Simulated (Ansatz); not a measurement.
## Phonons of Na in the bcc (W type) structure at temperature

Method: the stochastic self-consistent harmonic approximation in a 4×4×4 supercell, DFT at the PBE level (Ansatz, a quantum-chemistry and plane-wave program). The cell is fixed at its relaxed static size. Melting and transitions to other phases are not modelled. Frequencies in cm⁻¹ at q = (0.25, 0.50, 0.50) (fractions of the primitive reciprocal vectors), each column in ascending order, rows equal in every column written once; i marks an imaginary mode. The auxiliary (Gaussian) frequencies are positive by construction; the free-energy Hessian decides stability.

| harmonic | Gaussian 100 K | Hessian 100 K | Gaussian 300 K | Hessian 300 K |
|---|---|---|---|---|
| 86 | 87 | 84 | 89 | 82 |
| 108 | 107 | 105 | 107 | 101 |
| 125 | 127 | 124 | 129 | 122 |

```json
{
 "pressure at 100 K in this cell": "0.18 ± 0.00 GPa",
 "pressure at 300 K in this cell": "0.41 ± 0.00 GPa",
 "pressure near 100 K by path-integral sampling of the fitted surface": "0.18 GPa",
 "pressure near 300 K by path-integral sampling of the fitted surface": "0.44 GPa (marked doubtful by the run)",
 "static_pressure": "0.03 GPa",
 "largest statistical error of the Hessian column at 100 K": "0.0 cm⁻¹",
 "largest statistical error of the Hessian column at 300 K": "0.4 cm⁻¹"
}
```

Over all wave vectors of the supercell the softest harmonic mode is 20 cm⁻¹ at q = (0.00, 0.00, 0.25); the softest of the Hessian is 22 cm⁻¹ at q = (0.00, 0.00, 0.25) at 100 K (error under 1; the run's verdict: stable), 23 cm⁻¹ at q = (0.00, 0.00, 0.25) at 300 K (error under 1; the run's verdict: stable).
